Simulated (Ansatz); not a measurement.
A zone-centre phonon calculation of LaPt (Cmcm, 4 atoms in the cell) with Ansatz (an electronic-structure program).

Method: LDA (PW92), default PAW files made with PBE (plane waves; Ansatz).

```
CELL_PARAMETERS angstrom
      2.00247    -5.61083     0.00000
      2.00247     5.61083     0.00000
      0.00000     0.00000     4.56904
ATOMIC_POSITIONS crystal
  La 0.86438 0.13562 0.75000
  La 0.13562 0.86438 0.25000
  Pt 0.59120 0.40880 0.75000
  Pt 0.40880 0.59120 0.25000
```

Reference input (self-consistent single point, DFT, LDA (PW92), plane waves, default PAW files made with PBE): basis.ecutwfc = 30.9 Ry; kpoints.mp_grid.grid = 9 9 7; hamiltonian.xc = lda; hamiltonian.pseudopotentials = {kind: paw} (the program's default PAW files); scf.occupations.method = gaussian; scf.occupations.width = 0.0073 Ry. This run's input differs from it in these lines:

```diff
@@ -23,6 +23,4 @@
     width: 0.0073 Ry
-output:
-  forces: true
-  eigenvalues: true
-  stress: true
+phonons:
+  method: dfpt
```

The program printed (abridged):

```
SCF iter   1: F=—  HF=-36646.569036 eV  |F-HF|=—  |Δ(HF+E_count)|=         —  Δρ=4.95e-3  dr2=1.73e-2  ethr=1.77e-3  ⟨swp⟩=7.1  Hψ=15576  notcnv=0
all-band conjugate gradients solve this SCF's bands
preconditioner: auto → Kerker (q_TF=auto, 2.481 Å⁻¹)
SCF iter   2: F=—  HF=-36646.566121 eV  |F-HF|=—  |Δ(HF+E_count)|=   2.91e-3  Δρ=2.44e-3  dr2=3.97e-3  ethr=2.99e-5  ⟨swp⟩=3.0  Hψ=7723  notcnv=0  defer=99
   [... lines left out ...]
SCF iter   7: F=—  HF=-36646.565467 eV  |F-HF|=—  |Δ(HF+E_count)|=   1.65e-8  Δρ=3.34e-6  dr2=1.24e-8  ethr=4.05e-10  ⟨swp⟩=2.1  Hψ=5275  notcnv=0  defer=98
SCF iter   8: F=—  HF=-36646.565467 eV  |F-HF|=—  |Δ(HF+E_count)|=  4.07e-10  Δρ=9.07e-7  dr2=1.36e-9  ethr=2.13e-11  ⟨swp⟩=2.1  Hψ=5914  notcnv=0  defer=98
SCF iter   9: F=—  HF=-36646.565467 eV  |F-HF|=—  |Δ(HF+E_count)|=  1.16e-10  Δρ=1.76e-7  dr2=3.67e-11  ethr=2.35e-12  ⟨swp⟩=2.0  Hψ=4834  notcnv=0  defer=98
SCF iter  10: F=-36646.565467 eV  HF=-36646.565467 eV  |F-HF|=1.46e-11  |Δ(HF+E_count)|=  7.28e-12  Δρ=4.26e-8  dr2=1.45e-12  ethr=1.00e-12  ⟨swp⟩=15.8  Hψ=21929  notcnv=0
SCF 1 converged in 10 iterations: F = -36646.565467 eV  dr2 = 1.45e-12
DFPT response loops at Γ: preconditioner auto → Kerker (q_TF=auto, 2.481 Å⁻¹) (partly filled bands, converged f_vac=0.000) …
Free energy (F): -36646.565467 eV
Internal energy: -36646.551685 eV  (E = F + TS)
E sigma→0 (E₀):  -36646.558576 eV
Entropy (-TS):   -0.013781 eV (-3.445 meV/atom)
Fermi energy:    14.482472 eV
--- Phonons (Γ-DFPT): 6 representative perturbations + reference, on 100 of 567 k-points (Σ response iterations 18) ---
  k mesh reduced under 4 symmetry operations, with k and −k counted as one. Each operation leaves every solved displacement unchanged or reverses it
  ASR residual: 6.565e-5 → 0.000e0 eV/Å²; symmetrization residual: 3.453e-5 eV/Å²
  ASR residual per site (eV/Å²): 4.85e-5 4.85e-5 6.57e-5 6.57e-5
  Γ frequencies (cm⁻¹): 0.00 0.00 0.00 56.04 62.04 69.28 77.51 84.17 84.71 90.00 101.92 117.24
  non-analytic LO–TO correction: not included (Born effective charges unavailable; polar crystals: no LO–TO splitting at Γ)
```

The run converged in 10 iterations. 

Summary of the result:
Free energy E − TS (on the zero of these files): -36646.5655 eV
Fermi level (on the code's own zero): 14.48 eV
Zone-centre frequencies (cm⁻¹; negative means imaginary): 0, 0, 0, 56, 62, 69, 78, 84, 85, 90, 102, 117

The starting cell comes from a database of computed structures (which also holds hypothetical and non-ambient phases and stackings), without a prior relaxation at this level. Its lattice was rescaled by up to half a per cent. Spin polarisation is off.

Cost on one core of a shared machine: roughly 6 min.

Keys are those of Ansatz 0.2.
